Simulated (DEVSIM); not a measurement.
Structure: abrupt GaAs p-n junction, at 300 K.

```
layer (left to right)  material  thickness (μm)  Nd (cm⁻³)  Na (cm⁻³)  τn (s)  τp (s)
---------------------  --------  --------------  ---------  ---------  ------  ------
1                          GaAs            85.0          -     2.6e16  1.2e-9  1.2e-9
2                          GaAs            3.10       3e16          -  1.2e-9  1.2e-9
```

Left contact: ohmic. Right contact: ohmic. Voltage is applied to the left contact. Recombination: SRH at mid-gap. Mobility is constant in doping.

The device is made up for the run: typed textbook-type constants, with dimensions and the other settings drawn at random. Values at 300 K.

```
parameter        GaAs
-------------  ------
gap (eV)        1.424
affinity (eV)    4.07
permittivity     12.9
Nc (cm⁻³)      4.7e17
Nv (cm⁻³)        9e18
μn (cm²/Vs)      8500
μp (cm²/Vs)       400
```

DEVSIM, 1D drift-diffusion, Boltzmann statistics, complete ionisation; no tunnelling, impact ionisation, image-force lowering or self-heating.

Tabulate band edges, carrier densities and field at -20.0 V on the left contact.

Energies count from the Fermi level of the right contact; mesh points crowd at the junctions.

| x (μm) | Ec (eV) | Ev (eV) | n (cm⁻³) | p (cm⁻³) | field (V/cm) |
|---|---|---|---|---|---|
| 0.000 | 21.273 | 19.849 | < 1e2 | 2.6e16 | ≈ 0 |
| 0.04258 | 21.273 | 19.849 | < 1e2 | 2.6e16 | ≈ 0 |
| 0.1606 | 21.273 | 19.849 | < 1e2 | 2.6e16 | ≈ 0 |
| 0.4881 | 21.273 | 19.849 | < 1e2 | 2.6e16 | ≈ 0 |
| 2.026 | 21.273 | 19.849 | < 1e2 | 2.6e16 | ≈ 0 |
| 5.661 | 21.273 | 19.849 | < 1e2 | 2.6e16 | ≈ 0 |
| 15.74 | 21.273 | 19.849 | < 1e2 | 2.6e16 | ≈ 0 |
| 54.34 | 21.273 | 19.849 | < 1e2 | 2.6e16 | ≈ 0 |
| 73.96 | 21.273 | 19.849 | < 1e2 | 2.6e16 | ≈ 0 |
| 81.03 | 21.273 | 19.849 | < 1e2 | 2.6e16 | ≈ 0 |
| 83.58 | 21.273 | 19.849 | < 1e2 | 2.6e16 | ≈ 0 |
| 84.67 | 17.505 | 16.081 | < 1e2 | 1200 | -170000 |
| 84.89 | 12.745 | 11.321 | < 1e2 | 600 | -250000 |
| 84.98 | 10.556 | 9.132 | < 1e2 | 460 | -280000 |
| 85.02 | 9.290 | 7.866 | < 1e2 | 420 | -280000 |
| 85.10 | 7.192 | 5.769 | < 1e2 | 400 | -240000 |
| 85.32 | 2.847 | 1.423 | < 1e2 | 310 | -150000 |
| 85.92 | 0.071 | -1.353 | 3.0e16 | < 1e2 | ≈ 0 |
| 87.45 | 0.071 | -1.353 | 3.0e16 | < 1e2 | ≈ 0 |
| 87.88 | 0.071 | -1.353 | 3.0e16 | < 1e2 | ≈ 0 |
| 88.03 | 0.071 | -1.353 | 3.0e16 | < 1e2 | ≈ 0 |
| 88.10 | 0.071 | -1.353 | 3.0e16 | < 1e2 | ≈ 0 |
